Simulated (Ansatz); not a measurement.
**TlGaSe2 (C2/c, No. 15)**

Level of theory: HSE06 (Ansatz, a quantum-chemistry and plane-wave program, PAW).

Run with plane-wave cutoff 460 eV, 4×4×2 k mesh (along the axes of the cell as run), Fermi–Dirac smearing 0.01 eV, scalar-relativistic PAW data made under PBE.

Cell (measured lattice):

```
CELL_PARAMETERS angstrom
      5.38950    -5.38800     0.00000
      5.38950     5.38800     0.00000
     -2.71797     0.00000    15.42538
ATOMIC_POSITIONS crystal
  Tl 0.15380 0.77560 0.11400
  Tl 0.22440 0.84620 0.38600
  Tl 0.84620 0.22440 0.88600
  Tl 0.77560 0.15380 0.61400
  Tl 0.22210 0.34670 0.38640
  Tl 0.65330 0.77790 0.11360
  Tl 0.77790 0.65330 0.61360
  Tl 0.34670 0.22210 0.88640
  Ga 0.90900 0.29100 0.16200
  Ga 0.70900 0.09100 0.33800
  Ga 0.09100 0.70900 0.83800
  Ga 0.29100 0.90900 0.66200
  Ga 0.70700 0.58300 0.33900
  Ga 0.41700 0.29300 0.16100
  Ga 0.29300 0.41700 0.66100
  Ga 0.58300 0.70700 0.83900
  Se 0.94600 0.05400 0.25000
  Se 0.05400 0.94600 0.75000
  Se 0.42600 0.57400 0.25000
  Se 0.57400 0.42600 0.75000
  Se 0.14500 0.26900 0.07100
  Se 0.73100 0.85500 0.42900
  Se 0.85500 0.73100 0.92900
  Se 0.26900 0.14500 0.57100
  Se 0.95200 0.57200 0.25200
  Se 0.42800 0.04800 0.24800
  Se 0.04800 0.42800 0.74800
  Se 0.57200 0.95200 0.75200
  Se 0.73600 0.36000 0.43800
  Se 0.64000 0.26400 0.06200
  Se 0.26400 0.64000 0.56200
  Se 0.36000 0.73600 0.93800
```

For TlGaSe2 (C2/c, No. 15), the band gap comes out as 1.83 eV and the smallest direct gap on the k points sampled is 1.91 eV.

Note: cell and atoms aren't relaxed at this level (largest force component 0.40 eV/Å, pressure 0.9 GPa).

Spin–orbit coupling is not included; with these elements it can move the gap by several tenths of an eV or more.

Static lattice: no zero-point or thermal effects.

Cost on a shared machine: around 6 core-hours (rough).
